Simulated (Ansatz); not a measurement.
A self-consistent single point of the (001) slab of Au (cut from a parent of space group no. 225; 4 atoms in the cell) with Ansatz (a program for electronic structure).

Method of the run: PBEsol, PAW files made with PBE (plane waves; Ansatz).

The change in words: vacuum of 4 angstrom (first run: 14 Å). Reference geometry:
```xyz
4
Lattice="2.8763 0.0000 0.0000 -2.8763 2.8763 0.0000 0.0000 0.0000 20.1016" Properties=species:S:1:pos:R:3 pbc="T T T"
Au     0.0000     0.0000     9.0338
Au    -1.4382     1.4382     7.0000
Au     0.0000     0.0000    13.1016
Au    -1.4382     1.4382    11.0677
```

Reference input (self-consistent single point, DFT, PBEsol, plane waves, PAW files made with PBE): basis.ecutwfc = 30.9 Ry; kpoints.mp_grid.grid = 15 15 1; hamiltonian.xc = pbesol; hamiltonian.pseudopotentials = {kind: paw} (the program's default PAW files); scf.occupations.method = fermi_dirac; scf.occupations.width = 0.0073 Ry. This run's input differs from it in these lines:

Ansatz 0.2 input:
```diff
@@ -4,8 +4,8 @@
     - [-2.876341, 2.876341, 0.000000]
-    - [0.000000, 0.000000, 20.101599]
+    - [0.000000, 0.000000, 10.101599]
   atoms:
-    - { symbol: Au, position_ang: [0.000000, 0.000000, 9.033799] }
-    - { symbol: Au, position_ang: [-1.438171, 1.438171, 7.000000] }
-    - { symbol: Au, position_ang: [0.000000, 0.000000, 13.101599] }
-    - { symbol: Au, position_ang: [-1.438171, 1.438171, 11.067699] }
+    - { symbol: Au, position_ang: [0.000000, 0.000000, 4.033801] }
+    - { symbol: Au, position_ang: [1.438171, 1.438171, 1.999995] }
+    - { symbol: Au, position_ang: [0.000000, 0.000000, 8.101604] }
+    - { symbol: Au, position_ang: [1.438171, 1.438171, 6.067697] }
 basis:
```

Log, with long lists cut:

```
SCF iter   1: F=—  HF=-52035.579802 eV  |F-HF|=—  |Δ(HF+E_count)|=         —  Δρ=6.61e-2  dr2=4.50e0  ethr=3.10e-3  ⟨swp⟩=6.0  Hψ=5500  notcnv=0  defer=24
all-band conjugate gradients solve this SCF's bands
preconditioner: auto → LDOS
SCF iter   2: F=—  HF=-52035.771439 eV  |F-HF|=—  |Δ(HF+E_count)|=   1.92e-1  Δρ=7.21e-2  dr2=4.28e0  ethr=3.10e-3  ⟨swp⟩=3.0  Hψ=3681  notcnv=0  defer=60
   [... lines left out ...]
SCF iter   5: F=—  HF=-52034.349457 eV  |F-HF|=—  |Δ(HF+E_count)|=   5.56e-4  Δρ=5.80e-4  dr2=5.17e-4  ethr=6.66e-6  ⟨swp⟩=2.0  Hψ=2365  notcnv=0  defer=66
SCF iter   6: F=—  HF=-52034.349399 eV  |F-HF|=—  |Δ(HF+E_count)|=   5.79e-5  Δρ=1.77e-4  dr2=2.50e-5  ethr=6.81e-7  ⟨swp⟩=2.0  Hψ=2379  notcnv=0  defer=66
SCF iter   7: F=—  HF=-52034.349406 eV  |F-HF|=—  |Δ(HF+E_count)|=   6.82e-6  Δρ=4.10e-5  dr2=2.10e-6  ethr=3.29e-8  ⟨swp⟩=2.1  Hψ=2081  notcnv=0  defer=66
SCF iter   8: F=-52034.349407 eV  HF=-52034.349407 eV  |F-HF|=3.65e-9  |Δ(HF+E_count)|=   5.62e-7  Δρ=6.89e-6  dr2=4.21e-8  ethr=1.32e-10  ⟨swp⟩=10.2  Hψ=7944  notcnv=0
SCF 1 converged in 8 iterations: F = -52034.349407 eV  dr2 = 4.21e-8
Free energy (F): -52034.349407 eV
Internal energy: -52034.315194 eV  (E = F + TS)
E sigma→0 (E₀):  -52034.332300 eV
Entropy (-TS):   -0.034213 eV (-8.553 meV/atom)
Fermi energy:    15.426637 eV
--- Forces (eV/Å), atoms counted from 1 ---
  atom   1  Au     0.00000000     0.00000000    -0.12719290
  atom   2  Au     0.00000000     0.00000000    -0.15654811
  atom   3  Au     0.00000000     0.00000000     0.15654811
  atom   4  Au     0.00000000     0.00000000     0.12719290
--- Stress (GPa, compression-positive) ---
       -4.609376       0.000000       0.000000
        0.000000      -4.609376       0.000000
        0.000000       0.000000      -2.780239
  P = ⅓ Tr σ = -3.9997 GPa (-39.997 kbar)
  The stress holds the Pulay correction. Without it, at fixed plane waves, as pw.x and ABINIT print it: P = -4.0375 GPa
```

The run converged in 8 iterations. Against the reference run the free energy goes down by 50.5 meV/atom and the largest force goes from 0.132 to 0.157 eV/Å.

The starting cell has typed, rounded lattice constants, without a prior relaxation at this level. The slab is cut from that crystal, and its faces are unrelaxed. Its lattice was rescaled by up to half a per cent. Spin-orbit coupling is off.
